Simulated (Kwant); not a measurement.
Model system: wire with one Gaussian impurity in a GaN two-dimensional gas. Effective mass 0.22 mₑ, grid spacing 4.2 nm, hard walls, nominal width 100 nm (23 grid rows, so walls 100.8 nm apart), one parabolic valley, scattering region 300 nm long along x; energies count from the band bottom; Fermi energy swept from 0.00013674 to 0.0029057 eV. Impurity U exp(−r²/2σ²), U = -0.0042 eV, σ = 4.1 nm, 20 nm off the axis.

Constants are typed, rounded textbook-type inputs, not results; the design itself was drawn at random and stands for no fabricated device.

Computed with Kwant: effective-mass tight-binding model on a square grid, one spin, coherent transport at 0 K. Conductance is in e²/h.

Task: How many channels do the leads carry at E = 0.881, 2.49, 2.51 meV?

Result: The hard-wall thresholds are n² ħ²π²/(2mW²) = n² × 0.168 meV with W = 100.8 nm. √(0.881/0.168) = 2.29, so 2. √(2.49/0.168) = 3.84, so 3. √(2.51/0.168) = 3.86, so 3.
